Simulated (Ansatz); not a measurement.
We consider TiS (P6₃/mmc, No. 194, 4 atoms in the cell; start mp-554462), described by LDA (PAW; Ansatz, a first-principles code).

Numerical settings: plane-wave cutoff 520 eV, 18×18×10 k mesh (along the axes of the cell as run), Fermi–Dirac smearing 0.05 eV, no spin polarisation, scalar-relativistic PAW data made under PBE.

Cell (relaxed at this level):

```
TiS
1.0
    3.18395     0.00000     0.00000
   -1.59198     2.75738     0.00000
    0.00000     0.00000     6.34602
Ti S
2 2
Direct
  0.00000   0.00000   0.00000
  0.00000   0.00000   0.50000
  0.33333   0.66667   0.25000
  0.66667   0.33333   0.75000
```

Problem. Predict the bulk modulus.

Solution. 
- bulk modulus: 162 GPa

Note: the run has no spin polarisation, so it can have missed a magnetic state; the bulk modulus is −V dP/dV from two relaxed cells at ±2 % in volume; the relaxation could not lower the start's symmetry, so the cell can be a saddle point above a distorted one.

The computed numbers hold no vibrational or temperature effects.

A start named mp-… is a Materials Project structure, which need not be a measured phase.
